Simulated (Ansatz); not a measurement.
## AlIr (model structure, Cmcm, No. 63, 4 atoms in the cell)

Computed with LDA (PAW; Ansatz, a first-principles code).

Numerical settings: plane-wave cutoff 520 eV, 18×18×14 k mesh (along the axes of the cell as run), Fermi–Dirac smearing 0.05 eV, no spin polarisation, scalar-relativistic PAW data made under PBE.

Cell (relaxed at this level):

```xyz
4
Lattice="1.4207 -4.7555 0.0000 1.4207 4.7555 0.0000 0.0000 0.0000 4.1818" Properties=species:S:1:pos:R:3 pbc="T T T"
Al     1.4207    -1.4053     1.0455
Ir     1.4207    -3.9041     1.0455
Al     1.4207     1.4053     3.1364
Ir     1.4207     3.9041     3.1364
```

| Quantity | Result |
|---|---|
| bulk modulus B0 | 218 GPa |

Note: the run has no spin polarisation, so it can have missed a magnetic state; the bulk modulus is −V dP/dV from two relaxed cells at ±2 % in volume; the relaxation could raise the start's symmetry but not lower it, so the cell can be a saddle point.

Spin–orbit coupling is not included.

A model structure was made by putting elements into a prototype or built by hand; it is no filed structure, need not be a known phase, and can be a saddle point held by its symmetry.
